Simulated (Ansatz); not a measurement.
Defect: interstitial H in zinc-blende GaP, charge state +1. The step: several atoms move together, H the farthest; the atom moves 1.73 Å along (0.22, -0.22, -0.01) of the unit cell; the moving atom starts with neighbours Ga at 1.92; P at 1.43 Å and ends with Ga at 1.92; P at 1.43 Å. A PBE band in Ansatz (plane-wave PAW, one k-point at (0.250, 0.250, 0.250), 64 host sites, 33 SCF runs with any check of the saddle's order, static, no finite-size correction) gives a forward barrier of 0.39 eV. The saddle point's order was not checked, and it lies on a symmetry element of the cell, where a band can be held. The charge state is imposed; whether it is stable for some Fermi level was not computed. Sites that were not tried may lie lower.

Single points at the band's start and saddle point can refine it. Rough cost of one point, in units of the band's mean SCF on the same machine:

```tsv
Level	Cost of one point
PBE, a 2×2×2 k-point mesh shifted by half a step	about 3
r2SCAN at 500 eV, one k-point at (0.250, 0.250, 0.250)	under 2
```

### Question
Which of these move the barrier by more than 0.1 eV, and how far does each move it?

### Answer
Not one does. PBE, a 2×2×2 k-point mesh shifted by half a step: -0.04 eV; r2SCAN at 500 eV, one k-point at (0.250, 0.250, 0.250): +0.07 eV. Each functional is compared with PBE at the same k-points.

Ansatz is an electronic-structure program.
